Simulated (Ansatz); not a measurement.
PBE against r2SCAN: Ti, biaxial strain +4.66 %, plane normal [001], relaxed out of plane

Take Ti in the hcp (Mg type) structure (space group P6_3/mmc, No. 194; a = 2.939 Å, c = 4.654 Å; relaxed with 0.1 eV smearing) as the base. Axes: x lies along a and z along c of the hexagonal cell.

(Cell as relaxed with PBE.)

Levels (all Ansatz, a first-principles code, PAW, earlier PAW set): PBE (420 eV, no spin-orbit coupling); r2SCAN (500 eV, without spin-orbit coupling).

Each level relaxes its own structure.

```csv
base,PBE,r2SCAN
volume per atom,17.41 Å³,17.33 Å³
lattice parameter a,2.939 Å,2.937 Å
band gap,zero,zero
```

Now apply this change: tensile biaxial strain of 4.66 % in the plane normal to [001], as in epitaxy on a mismatched substrate; the out-of-plane cell vector and the atoms relax.

| quantity | PBE | r2SCAN |
|---|---|---|
| out-of-plane strain | -3.74 % | ? |
| mean in-plane stress (compression positive) | -7.5 GPa | ? |
| shortest interatomic distance | 2.859 Å | ? |

Question: What does r2SCAN give?

Answer: 
- out-of-plane strain, r2SCAN: -3.61 %
- mean in-plane stress (compression positive), r2SCAN: -8.4 GPa
- shortest interatomic distance, r2SCAN: 2.855 Å

PBE's out-of-plane strain lies 0.13 % below r2SCAN's; PBE's in-plane stress lies 0.9 GPa above r2SCAN's; PBE's shortest interatomic distance lies 0.004 Å above r2SCAN's (0.1 %). Neither level is exact; r2SCAN is the comparison here, not a measurement.

Stability against distortions was not tested. All final runs are without spin polarisation.
